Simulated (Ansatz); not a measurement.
The reference is La₂O₃ (space group P-3m1, No. 164; a = 3.935 Å, c = 6.126 Å).

The values are results of Ansatz (a first-principles code), r2SCAN, PAW, cutoff 500 eV, no spin-orbit coupling, earlier PAW set, not measurements.

Base values:

The volume per atom is 16.43 Å³, the width of the top valence band is 0.38 eV and the c/a ratio is 1.557.

One thing is altered: every O is replaced by Te; the structure is relaxed again.

Q: Predict the new valence-band top at Γ, volume per atom, width of the top valence band and c/a ratio.

A: The valence-band top at Γ (three highest levels, from the VBM) is 0.00, -0.76, -0.76 eV; the volume per atom grows by 21.16 Å³, from 16.43 Å³ to 37.59 Å³; the width of the top valence band increases by 0.65 eV to 1.03 eV; the c/a ratio goes up by 0.021 to 1.578.

Spin-orbit coupling, missing from the scalar runs, can matter with Te. The levels and masses belong to the bands next to the band gap. Stability against distortions was not tested. As relaxed here, La2Te3 is a hypothetical phase, not in the database extracts checked.
